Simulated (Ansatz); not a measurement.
Competing hops of Al vacancy in zinc-blende AlP, charge state -3

Defect migration in zinc-blende AlP: Al vacancy, charge state -3. All values below come from PBE, PAW (plane waves to 420 eV; Ansatz, a quantum-chemistry and plane-wave program).

Settings: 64 host sites, the relaxed PBE lattice, a 2×2×2 k-point mesh shifted by half a step, smearing 0.01 eV, spin-restricted, no image-charge correction. Energies are static. The charge state is imposed; whether it is stable for some Fermi level was not computed. Forms of the defect that were not tried may lie lower.

Barriers: single points on a 3×3×3 k-point mesh shifted by half a step at the bands' geometries.

```tsv
Route	Start site over the lowest site run (eV)	Hop (Å)	Forward barrier (eV)	Backward barrier (eV)	Neighbours at the start	Neighbours at the saddle	Saddle order	Forward, on the band's own sampling (eV)
one Al atom jumps into the vacancy from a nearby Al site	0.00	3.71	1.61	1.61	P at 2.33, 3 P at 2.42 Å	P at 2.27, 2 P at 2.66, 2 P at 2.68 Å	not checked, on a symmetry element	1.61
```

Paths come from nudged elastic bands with a climbing image.  A band can be held on a symmetry element, so unchecked saddle points there may be too high.

The whole set of runs took very roughly 0.7 core-hours.
